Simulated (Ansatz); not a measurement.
# SrO₂ (Pnma, No. 62, 12 atoms in the cell; start mp-726705)

Level of theory: r²SCAN+rVV10 (plane waves, PAW; Ansatz, a program for electronic structure).

Numerical settings: plane-wave cutoff 500 eV, 6×8×8 k mesh (along the axes of the cell as run), Fermi–Dirac smearing 0.05 eV, scalar-relativistic PAW data made under PBE.

Cell (relaxed at this level):

```xyz
12
Lattice="8.3723 0.0000 0.0000 0.0000 4.8896 0.0000 0.0000 0.0000 4.3526" Properties=species:S:1:pos:R:3 pbc="T T T"
Sr     7.3262     3.6672     3.3803
Sr     1.0461     1.2224     0.9723
Sr     5.2322     1.2224     1.2040
Sr     3.1400     3.6672     3.1486
O      5.3550     3.6672     1.9105
O      3.0172     1.2224     2.4420
O      7.2034     1.2224    -0.2658
O      1.1689     3.6672     4.6183
O      5.0898     3.6672     0.4442
O      3.2825     1.2224     3.9084
O      7.4686     1.2224     2.6205
O      0.9037     3.6672     1.7321
```

| Property | Result |
|---|---|
| band gap | 3.04 eV (on the SCF k mesh) |

Note: the relaxation could not lower the start's symmetry, so the cell can be a saddle point above a distorted one.

Spin–orbit coupling is not included.

Static lattice: no zero-point or thermal effects.

The result took very roughly 19 core-minutes.

A start named mp-… is a Materials Project structure, which need not be a measured phase.
